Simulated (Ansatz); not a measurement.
Worked example: relaxation of cell and atoms of WC (P-6m2, 2 atoms in the cell) in Ansatz (a first-principles code).

Method of the run: LDA (PW92), default PAW files made with PBE (plane waves; Ansatz).

The change in words: atoms on their sites; basis.ecutwfc: 30.9 Ry → 37.1 Ry; relax: default → cell and atoms. Reference geometry:
```yaml
crystal:
  lattice:
    - [1.46227, -2.53274, 0.00000]
    - [1.46227, 2.53274, 0.00000]
    - [0.00000, 0.00000, 2.85420]
  atoms:
    - { symbol: W, position: [0.00000, 0.00000, 0.01752] }
    - { symbol: C, position: [0.33333, 0.66667, 0.50000] }
```

Reference input (self-consistent single point, DFT, LDA (PW92), plane waves, default PAW files made with PBE): basis.ecutwfc = 30.9 Ry; kpoints.mp_grid.grid = 13 13 12; hamiltonian.xc = lda; hamiltonian.pseudopotentials = {kind: paw} (the program's default PAW files); scf.occupations.method = gaussian; scf.occupations.width = 0.0073 Ry. This run's input differs from it in these lines:

Ansatz 0.2 input:
```diff
@@ -7,6 +7,6 @@
   atoms:
-    - { symbol: W, position: [0.00000000, 0.00000000, 0.01751800] }
-    - { symbol: C, position: [0.33333300, 0.66666700, 0.50000000] }
+    - { symbol: W, position: [0.00000000, 0.00000000, 0.00000000] }
+    - { symbol: C, position: [0.33333333, 0.66666667, 0.50000000] }
 basis:
-  ecutwfc: 30.9 Ry
+  ecutwfc: 37.1 Ry
 kpoints:
@@ -22,2 +22,4 @@
     width: 0.0073 Ry
+relax:
+  cell: {}
 output:
```

Output, abridged:

```
   [... SCF lines of the steps left out ...]
relax step   1: F+E_penalty+E_count = -10373.29750770 eV  Δ(F+E_penalty+E_count) = +0.000e0 eV  max|allowed force component| = 1.665e-16 eV/Å  Δτ_max = 0.0000 Å  P = -16.762 GPa  Ω = 21.141 Å³  (6 SCF iters, dr2 threshold 1.00e-7 eV, accepted)
relax step   2: F+E_penalty+E_count = -10373.32548670 eV  Δ(F+E_penalty+E_count) = -2.798e-2 eV  max|allowed force component| = 6.476e-17 eV/Å  Δτ_max = 0.0000 Å  P = +11.592 GPa  Ω = 19.717 Å³  energy of the carried Pulay correction = +9.743e-5 eV  [...]
   [... lines left out ...]
relax step   5: F+E_penalty+E_count = -10373.34626853 eV  Δ(F+E_penalty+E_count) = -2.079e-6 eV  max|allowed force component| = 2.776e-17 eV/Å  Δτ_max = 0.0000 Å  P = +0.002 GPa  Ω = 20.250 Å³  energy of the carried Pulay correction = +6.005e-5 eV  [...]
relax step   6: F+E_penalty+E_count = -10373.34622201 eV  Δ(F+E_penalty+E_count) = +4.652e-5 eV  max|allowed force component| = 1.295e-16 eV/Å  Δτ_max = 0.0000 Å  P = -0.002 GPa  Ω = 20.250 Å³  stress off target by 3.02e-3 GPa  SCF on the basis [...]
basis re-selected at this cell: Δ(F+E_penalty+E_count) = +4.652e-5 eV, ΔP = -0.004 GPa vs the last step
the relaxation is at rest under the 12 symmetry operations that the run kept from its start: a minimum is not shown …
Stability not checked: this state was not tested for a lower state beside it, because too few of the mixer's solves of this state at the end of the SCF gave a …
Free energy (F): -10373.346222 eV
Internal energy: -10373.344813 eV  (E = F + TS)
   [... lines left out ...]
Fermi energy:    20.851100 eV
   [... lines left out ...]
to start a new deck from the relaxed geometry:
  cell:  # Å, volume = 20.2497 Å³
    - [1.4421895410608847, -2.497945559261894, 0.0]
    - [1.4421895410608847, 2.497945559261894, 0.0]
    - [0.0, 0.0, 2.810501202242099]
  atoms:
    - { symbol: W, position: [-1.8503717008154225e-17, 1.850371700815423e-17, 0.0] }
    - { symbol: C, position: [0.33333333333333337, 0.6666666666666666, 0.5] }
```

The run converged.  The full log also holds: “iter 5 did not close the SCF: its close was put off for the readings that it lacked (scf_convergence_deferred on its scf_iter line)”. The full log also holds: “iter 5 did not close the SCF: its close was put off for the readings that it lacked (scf_convergence_deferred on its scf_iter line)”.

Summary of the result:
Free energy E − TS (on the zero of these files): -10373.3462 eV
Fermi level (on the code's own zero): 20.85 eV
Pressure: 0.00 GPa
Final cell: a = b = 2.8844 Å, c = 2.8105 Å, α = β = 90.00°, γ = 120.00°
Final volume per atom: 10.12 Å³
Relaxation steps: 6

The starting cell has typed, rounded lattice constants, without a prior relaxation at this level. Its lattice was rescaled by up to half a per cent. Spin polarisation is off. The relaxation keeps the symmetry of its start, so its end need not be a minimum. Ansatz's pressure includes its estimate of the finite-basis (Pulay) stress.

Cost on one core of a shared machine: roughly 50 s.
